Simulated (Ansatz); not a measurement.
The reference is C in the diamond structure (space group Fd-3m, No. 227; a = 3.560 Å). Axes: x, y, z lie along the cube axes.

Method: Ansatz (a program for electronic structure) r2SCAN, no spin-orbit coupling, earlier PAW set.

Base values:

```
Item         Value
--------  --------
Band gap   4.36 eV
Pressure  0.00 GPa
```

The change: a pure shear with ε_yz = ε_zy = -0.0357; the atoms relax in the strained cell.

### Question
What does the calculation give for the band gap and pressure after the change?

### Answer
The band gap drops by 0.84 eV, from 4.36 eV to 3.52 eV; the pressure (mean of the normal stresses, compression positive) goes from zero to 2.59 GPa.

Whether these cells are dynamically stable was not tested.
